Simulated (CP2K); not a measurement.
# CP2K run on Tl (P6_3/mmc, 2 atoms in the cell): self-consistent single point

Method of the run: CP2K 2026.2 with PBE, GPW, DZVP-MOLOPT-SR-GTH basis, GTH-PBE potentials (GTH_POTENTIALS).

This input was run:

```
&GLOBAL
  PROJECT calc
  RUN_TYPE ENERGY_FORCE
  PRINT_LEVEL MEDIUM
&END GLOBAL
&FORCE_EVAL
  METHOD Quickstep
  STRESS_TENSOR ANALYTICAL
  &DFT
    BASIS_SET_FILE_NAME BASIS_MOLOPT
    POTENTIAL_FILE_NAME GTH_POTENTIALS
    &QS
      METHOD GPW
      EPS_DEFAULT 1E-10
    &END QS
    &MGRID
      CUTOFF 500
      REL_CUTOFF 50
      NGRIDS 5
    &END MGRID
    &SCF
      SCF_GUESS ATOMIC
      EPS_SCF 1E-6
      MAX_SCF 100
      ADDED_MOS 5
      &DIAGONALIZATION
        ALGORITHM STANDARD
      &END DIAGONALIZATION
      &MIXING
        METHOD BROYDEN_MIXING
        ALPHA 0.3
        NBUFFER 8
      &END MIXING
      &SMEAR ON
        METHOD FERMI_DIRAC
        ELECTRONIC_TEMPERATURE [K] 580.23
      &END SMEAR
    &END SCF
    &KPOINTS
      SCHEME MONKHORST-PACK 9 9 5
    &END KPOINTS
    &XC
      &XC_FUNCTIONAL PBE
      &END XC_FUNCTIONAL
    &END XC
    &PRINT
      &MO
        EIGENVALUES T
        OCCUPATION_NUMBERS T
        NDIGITS 8
        FILENAME mo
        &EACH
          QS_SCF 0
        &END EACH
        ADD_LAST NUMERIC
      &END MO
      &MULLIKEN ON
      &END MULLIKEN
    &END PRINT
  &END DFT
  &SUBSYS
    &CELL
      A 3.56518800 0.00000000 0.00000000
      B -1.78259400 3.08754300 0.00000000
      C 0.00000000 0.00000000 5.75610300
      PERIODIC XYZ
    &END CELL
    &COORD
      Tl      -0.00000178     2.05836303     1.43902575
      Tl       1.78259578     1.02917997     4.31707725
    &END COORD
    &KIND Tl
      BASIS_SET DZVP-MOLOPT-SR-GTH-q13
      POTENTIAL GTH-PBE-q13
    &END KIND
  &END SUBSYS
  &PRINT
    &FORCES ON
    &END FORCES
    &STRESS_TENSOR ON
    &END STRESS_TENSOR
  &END PRINT
&END FORCE_EVAL
```

Output, abridged:

```
 GLOBAL| Method name                                                        CP2K
 GLOBAL| Project name                                                       calc
 GLOBAL| Run type                                                   ENERGY_FORCE

 CELL| Volume [angstrom^3]:                                            63.361290
 CELL| Vector a [angstrom]:       3.565     0.000     0.000   |a| =     3.565188
 CELL| Vector b [angstrom]:      -1.783     3.088     0.000   |b| =     3.565188
 CELL| Vector c [angstrom]:       0.000     0.000     5.756   |c| =     5.756103
 CELL| Angle (b,c), alpha [degree]:                                    90.000000
 CELL| Angle (a,c), beta  [degree]:                                    90.000000
 CELL| Angle (a,b), gamma [degree]:                                   120.000003
 CELL| Numerically orthorhombic:                                              NO
 CELL| Periodicity                                                           XYZ

 DFT| Spin restricted Kohn-Sham (RKS) calculation                            RKS
 DFT| Multiplicity                                                             1
 DFT| Number of spin states                                                    1
 DFT| Charge                                                                   0
 DFT| XC density smoothing                                                  NONE
 DFT| XC derivatives                                                          PW

 QS| Method:                                                                 GPW
 QS| Density plane wave grid type                        NON-SPHERICAL FULLSPACE
 QS| Number of grid levels:                                                    5
 QS| Density cutoff [a.u.]:                                                250.0
 QS| Multi grid cutoff [a.u.]: 1) grid level                               250.0
   [... lines left out ...]
 BRILLOUIN| Wavefunction type                                            COMPLEX
 BRILLOUIN| List of Kpoints [2 Pi/Bohr]                                      203
 BRILLOUIN| Number           Weight            X              Y              Z
 BRILLOUIN|     1           0.00494       -0.44444       -0.44444       -0.40000
 BRILLOUIN|     2           0.00494       -0.44444       -0.44444       -0.20000
 BRILLOUIN|     3           0.00494       -0.44444       -0.44444        0.00000
   [... 200 lines left out ...]
 *******************************************************************************

 Extrapolation method: initial_guess

 Re-scaling the density matrix to get the right number of electrons
                  # Electrons              Trace(P)               Scaling factor
                           26                26.000                        1.000

 Number of electrons:                                                         26
 Number of occupied orbitals:                                                 13
 Number of molecular orbitals:                                                18

 Number of orbital functions:                                                 50
 Number of independent orbital functions:                                     50
 SCF WAVEFUNCTION OPTIMIZATION

  Step     Update method      Time    Convergence         Total energy    Change
     1 NoMix/Diag. 0.30E+00      -     0.47662407       -99.8737176182 -9.99E+01
     2 Broy./Diag. 0.30E+00      -     0.01046423      -100.0765085414 -2.03E-01
     3 Broy./Diag. 0.30E+00      -     0.01362480       -99.8899021688  1.87E-01
     4 Broy./Diag. 0.30E+00      -     0.00126812       -99.8081930826  8.17E-02
     5 Broy./Diag. 0.30E+00      -     0.00024068       -99.8155265826 -7.33E-03
     6 Broy./Diag. 0.30E+00      -     0.00001190       -99.8170035458 -1.48E-03
     7 Broy./Diag. 0.30E+00      -     0.00000930       -99.8170676361 -6.41E-05
     8 Broy./Diag. 0.30E+00      -     0.00000104       -99.8170581246  9.51E-06
     9 Broy./Diag. 0.30E+00      -     0.00000136       -99.8170521400  5.98E-06
    10 Broy./Diag. 0.30E+00      -     0.00000003       -99.8170516148  5.25E-07
  *** SCF run converged in    10 steps ***

  Electronic density on regular grids:        -25.9999999989        0.0000000011
  Core density on regular grids:               25.9999999971       -0.0000000029
  Total charge density on r-space grids:       -0.0000000018
  Total charge density g-space grids:          -0.0000000018

  Overlap energy of the core charge distribution:               0.00000000000000
  Self energy of the core charge distribution:               -173.36007203558330
  Core Hamiltonian energy:                                     50.98276900738679
  Hartree energy:                                              35.83187104618278
  Exchange-correlation energy:                                -13.27106792645550
  Electronic entropic energy:                                  -0.00055170632998
  Fermi energy:                                                 0.22978738062791

  Total energy:                                               -99.81705161475433
  Total energy (extrapolated to T->0):                        -99.81677576158934

                     Mulliken Population Analysis

 #  Atom  Element  Kind  Atomic population                           Net charge
       1     Tl       1         13.000001                             -0.000001
       2     Tl       1         12.999999                              0.000001
 # Total charge                             26.000000                  0.000000

 ENERGY| Total FORCE_EVAL ( QS ) energy [hartree]            -99.817051666949880

 FORCES| Atomic forces [hartree/bohr]
 FORCES|   Atom     x               y               z               |f|
 FORCES|      1  1.94199149E-08 -1.63285845E-08 -1.23175556E-06   1.23201685E-06
 FORCES|      2 -1.94198756E-08  1.63284748E-08  1.23175737E-06   1.23201865E-06
 FORCES| Sum     3.92638989E-14 -1.09655652E-13  1.80766813E-12
 FORCES| Total atomic force                                       1.81141660E-12

 STRESS| Analytical stress tensor [bar]
 STRESS|                        x                   y                   z
 STRESS|      x        2.56297967191E+03  -5.83425830076E-01   1.03800138734E-07
 STRESS|      y       -5.83425830076E-01   2.56230199382E+03   7.35132233137E-08
 STRESS|      z        1.03800138734E-07   7.35132233137E-08   6.50425146284E+03
 STRESS| 1/3 Trace                                             3.87651104286E+03
```

The run converged in 10 iterations.

The starting cell comes from a database of computed structures (which also holds hypothetical and non-ambient phases and stackings), without a prior relaxation at this level. Its lattice was rescaled by a random factor within 2.5 % of one. Values carry the incompleteness of an atom-centred basis.

Cost on one core of a shared machine: roughly 30 s.
